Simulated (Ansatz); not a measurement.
**InSb, response to strain**

Take InSb in the zinc blende structure (space group F-43m, No. 216; a = 6.519 Å) as the base.

Strains are applied to the cell and any free atomic positions relax.

Calculations: PBEsol, PAW, 420 eV (Ansatz, a first-principles code; spin-orbit coupling left out).

Computed cases, in order: isotropic strain −3.00 %; isotropic strain −2.00 %; isotropic strain −1.50 %; isotropic strain −1.00 %; isotropic strain −0.50 %; the unstrained base; isotropic strain +0.50 %; isotropic strain +1.00 %; isotropic strain +1.50 %; isotropic strain +2.00 %; isotropic strain +2.50 %; isotropic strain +3.00 %.

Task: Between which two neighbouring cases does the band gap open or close?

Result: Between isotropic strain −3.00 % (0.15 eV) and isotropic strain −2.00 % (zero). The whole series: isotropic strain −3.00 %: 0.15 eV; isotropic strain −2.00 %: zero; isotropic strain −1.50 %: zero; isotropic strain −1.00 %: zero; isotropic strain −0.50 %: zero; the unstrained base: zero; isotropic strain +0.50 %: zero; isotropic strain +1.00 %: zero; isotropic strain +1.50 %: zero; isotropic strain +2.00 %: zero; isotropic strain +2.50 %: zero; isotropic strain +3.00 %: zero.

With Sb present, leaving out spin-orbit coupling can change the band edges. Stability against distortions was not tested. The final runs are not spin-polarised. A zero or small gap of InSb can be the functional's error rather than a property of the material.
